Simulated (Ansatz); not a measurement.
Results of r²SCAN in Ansatz (PAW) for HfSiO4 (I4₁/amd, No. 141, 12 atoms in the cell; start COD 9000852).

Settings: plane-wave cutoff 560 eV, 8×8×8 k mesh, Fermi–Dirac smearing 0.01 eV, scalar-relativistic PAW data made under PBE.

Cell (measured lattice):

```cif
data_Hf2O8Si2
_chemical_formula_sum 'Hf2 Si2 O8'
_space_group_name_H-M_alt 'P 1'
_space_group_IT_number 1
_cell_length_a 5.52167
_cell_length_b 5.52167
_cell_length_c 5.52167
_cell_angle_alpha 106.953
_cell_angle_beta 106.953
_cell_angle_gamma 114.635
loop_
_space_group_symop_operation_xyz
  'x, y, z'
loop_
_atom_site_label
_atom_site_type_symbol
_atom_site_fract_x
_atom_site_fract_y
_atom_site_fract_z
_atom_site_occupancy
Hf1 Hf 0.75000 0.25000 0.50000 1
Hf2 Hf 0.00000 0.00000 0.00000 1
Si1 Si 0.25000 0.75000 0.50000 1
Si2 Si 0.50000 0.50000 0.00000 1
O1 O 0.13530 0.31980 0.81550 1
O2 O 0.06980 0.75430 0.68450 1
O3 O 0.50430 0.31980 0.18450 1
O4 O 0.06980 0.38530 0.31550 1
O5 O 0.61470 0.93020 0.68450 1
O6 O 0.68020 0.86470 0.18450 1
O7 O 0.24570 0.93020 0.31550 1
O8 O 0.68020 0.49570 0.81550 1
```

Problem. Estimate the band gap and smallest direct gap on the k points sampled that the calculation returns.

Solution. 
- band gap: 6.02 eV
- smallest direct gap on the k points sampled: 6.39 eV

Note: the file's cell can be that of a phase stable at another temperature; cell and atoms aren't relaxed at this level (largest force component 0.06 eV/Å, pressure 1.1 GPa).

Spin–orbit coupling is not included.

Static lattice: no zero-point or thermal effects.

Ansatz is a quantum-chemistry and plane-wave program.
